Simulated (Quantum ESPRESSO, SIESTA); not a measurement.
A SIESTA input for a self-consistent single point of SrHfN2 (P4/nmm, 8 atoms in the cell) (DFT, GGA PBEsol, numerical atomic orbitals DZP, PseudoDojo PBEsol standard norm-conserving potentials (rewritten from UPF to PSML)):

```
# files in the folder: Sr.psml Hf.psml N.psml (PseudoDojo PBEsol standard)
SystemName  SrHfN2
SystemLabel siesta

NumberOfAtoms                8
NumberOfSpecies              3
%block ChemicalSpeciesLabel
  1 38 Sr
  2 72 Hf
  3 7 N
%endblock ChemicalSpeciesLabel
LatticeConstant              1.0 Bohr
%block LatticeVectors
     7.732727177    0.000000000    0.000000000
     0.000000000    7.732727177    0.000000000
     0.000000000    0.000000000   15.809611275
%endblock LatticeVectors
AtomicCoordinatesFormat      ScaledCartesian
%block AtomicCoordinatesAndAtomicSpecies
     0.000000000    3.866363588    2.260932508  1
     3.866363588    0.000000000   13.548678767  1
     0.000000000    3.866363588    9.365297527  2
     3.866363588    0.000000000    6.444313748  2
     0.000000000    0.000000000    7.904805638  3
     3.866363588    3.866363588    7.904805638  3
     0.000000000    3.866363588   13.189642495  3
     3.866363588    0.000000000    2.619968781  3
%endblock AtomicCoordinatesAndAtomicSpecies

XC.functional                GGA
XC.authors                   PBEsol
PAO.BasisSize                DZP
PAO.EnergyShift              0.005 Ry
MeshCutoff                   350 Ry
%block kgrid.MonkhorstPack
    6   0   0  0.0
    0   6   0  0.0
    0   0   3  0.0
%endblock kgrid.MonkhorstPack
OccupationFunction           FD
ElectronicTemperature        10 K

MaxSCFIterations             150
SCF.Mixer.Method             Broyden
SCF.Mixer.Weight             0.2
SCF.Mixer.History            6
SCF.DM.Tolerance             1.0E-04
Diag.ParallelOverK           true
WriteForces                  true
```

Q: Translate this input to Quantum ESPRESSO.

A: One input that does it (others would too):

```fortran
&CONTROL
    calculation = 'scf'
    prefix = 'run'
    outdir = './out'
    pseudo_dir = './'
    tprnfor = .true.
    tstress = .true.
/
&SYSTEM
    ibrav = 0
    nat = 8
    ntyp = 3
    ecutwfc = 40
    ecutrho = 320
    occupations = 'fixed'
    nbnd = 34
/
&ELECTRONS
    conv_thr = 1e-10
    mixing_beta = 0.7
/
ATOMIC_SPECIES
Sr    87.6200  sr_pbesol_v1.uspp.F.UPF
Hf   178.4900  hf_pbesol_v1.uspp.F.UPF
N     14.0070  n_pbesol_v1.2.uspp.F.UPF
ATOMIC_POSITIONS {bohr}
Sr    0.0000000000    3.8663635883    2.2609325084
Sr    3.8663635883    0.0000000000   13.5486787666
Hf    0.0000000000    3.8663635883    9.3652975271
Hf    3.8663635883    0.0000000000    6.4443137479
N     0.0000000000    0.0000000000    7.9048056375
N     3.8663635883    3.8663635883    7.9048056375
N     0.0000000000    3.8663635883   13.1896424946
N     3.8663635883    0.0000000000    2.6199687805
K_POINTS {automatic}
6 6 3  0 0 0
CELL_PARAMETERS {angstrom}
   4.0919830000     0.0000000000     0.0000000000
   0.0000000000     4.0919830000     0.0000000000
   0.0000000000     0.0000000000     8.3660860000
```

Basis settings and potentials, where a program has them, do not carry over. This input uses DFT, PBEsol, plane waves, GBRV 1.5 ultrasoft (PBESOL) pseudopotentials.

The starting cell comes from a database of computed structures (which also holds hypothetical and non-ambient phases and stackings), without a prior relaxation at this level. Its lattice was rescaled by a random factor within 2.5 % of one.
